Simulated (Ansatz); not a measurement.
Base system: BP in the zinc blende structure (space group F-43m, No. 216).

```
BP
1.0
    0.00000     2.26820     2.26820
    2.26820     0.00000     2.26820
    2.26820     2.26820     0.00000
P B
1 1
Cartesian
  3.40230   3.40230   3.40230
  0.00000   0.00000   0.00000
```

All numbers come from Ansatz (a first-principles code) r2SCAN, no spin-orbit coupling, earlier PAW set.

For the base:

The gap between the host's bands comes out as 1.41 eV. The gap character is indirect, Γ → a point along ⟨100⟩, about 1.1 Å⁻¹ from Γ.

Modification: electron doping at 2.0×10^21 cm⁻³ (0.0467 per cell), with a uniform compensating background at fixed cell and a 300 K Fermi–Dirac width.

Problem. What happens to the gap between the host's bands, Fermi level from band edge and gap character?

Solution. The gap between the host's bands decreases by 0.015 eV to 1.39 eV; the Fermi level relative to the doped band's edge (positive inside the band; to 0.05 eV) comes out as +0.40 eV; the gap character stays indirect, Γ → a point along ⟨100⟩, about 1.1 Å⁻¹ from Γ.

Charged cell with a jellium background: band edges are those of the host's band count, energies are not comparable with the neutral cell, and many-body gap narrowing is missing. No phonon test of stability was made.
